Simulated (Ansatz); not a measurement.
Defect: interstitial Li in silicon, charge state +1. Level of theory: PBE, PAW (plane waves to 420 eV; Ansatz, a first-principles code).

Cell of 64 host sites held at the relaxed PBE lattice; a 2×2×2 k-point mesh shifted by half a step; Fermi-Dirac width 0.01 eV, spin-restricted; finite-size errors left in. Static, classical nuclei. The charge state is imposed; whether it is stable for some Fermi level was not computed. Sites that were not tried may lie lower.

Barriers: single points on a 3×3×3 k-point mesh shifted by half a step at the bands' geometries.

The step: Li moves alone to another site. Atoms about the jump, Cartesian Å from the middle of the jump, before and after:

```tsv
atom	x0	y0	z0	x1	y1	z1
Li1	-0.68	0.68	0.68	0.68	-0.68	-0.68
Si2	-0.69	-2.07	0.68	-0.73	-2.10	0.73
Si3	-2.10	-0.74	-0.73	-2.07	-0.69	-0.68
Si4	0.73	-0.74	2.10	0.68	-0.69	2.07
Si5	-0.68	0.68	-2.07	-0.73	0.73	-2.10
Si6	2.07	0.68	0.68	2.10	0.73	0.73
Si7	0.73	2.10	-0.73	0.68	2.07	-0.68
Si8	2.05	-2.06	-2.06	2.10	-2.10	-2.10
Si9	-2.10	2.09	2.10	-2.06	2.05	2.05
Si10	0.69	-3.42	-0.69	0.68	-3.44	-0.68
Si11	-3.44	0.68	0.68	-3.42	0.69	0.69
Si12	-0.68	0.68	3.44	-0.69	0.69	3.42
Si13	0.69	-0.69	-3.42	0.68	-0.69	-3.44
Si14	3.42	-0.70	-0.69	3.43	-0.69	-0.68
Si15	-0.68	3.43	0.68	-0.69	3.42	0.69
```

**Question.** Where do these atoms stand at the saddle point, and how high is it?

**Answer.** 
```
atom      x      y      z
----  -----  -----  -----
Li1    0.00   0.00   0.00
Si2   -0.72  -2.13   0.73
Si3   -2.13  -0.72  -0.73
Si4    0.74  -0.72   2.13
Si5   -0.72   0.74  -2.14
Si6    2.14   0.74   0.72
Si7    0.73   2.14  -0.73
Si8    2.04  -2.03  -2.03
Si9   -2.03   2.04   2.03
Si10   0.68  -3.42  -0.68
Si11  -3.42   0.68   0.68
Si12  -0.67   0.68   3.43
Si13   0.68  -0.67  -3.43
Si14   3.43  -0.67  -0.68
Si15  -0.67   3.43   0.68
```
It lies 0.60 eV above the start and 0.60 eV above the end. The saddle point's order was not checked, and it lies on a symmetry element of the cell, where a band can be held.
